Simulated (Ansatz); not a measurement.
# What isotropic strain −1.21 % does to Ga2O3

Base system: Ga2O3 in the corundum structure (space group R-3c, No. 167; a = 4.985 Å, c = 13.442 Å (hexagonal axes)).

Modification: every lattice vector is shortened by 1.21 %, atoms relaxed at fixed cell.

The values are results of r2SCAN, PAW, 500 eV (Ansatz, a first-principles code; no SOC), not measurements. k-mesh 8×8×8 (Γ-centred); smearing 0.05 eV (Fermi–Dirac).

The volume per atom drops by 0.346 Å³ to 9.30 Å³ and the shortest interatomic distance drops by 0.023 Å (1.925 Å → 1.902 Å). The energy rises by 9.7 meV/atom and the pressure (mean of the normal stresses, compression positive) goes from zero to 9.34 GPa. The band gap goes up by 0.42 eV (3.55 eV → 3.97 eV) and the gap character is still indirect, Γ–S₀ (50 % along) → Γ. The smallest direct gap increases by 0.44 eV (3.81 eV → 4.25 eV) and the mean gap deformation potential ΔEg/Δln V is -11.4 eV. The width of the top valence band stays essentially unchanged (0.46 eV against 0.47 eV) and the electron mass becomes 0.26 mₑ (at Γ) (base: 0.25 mₑ (at Γ)).

Masses are band curvatures over ±0.01 Å⁻¹ around the edge. Gaps are Kohn–Sham eigenvalue differences; semilocal functionals usually give less than the measured gap. Whether these cells are dynamically stable was not tested.
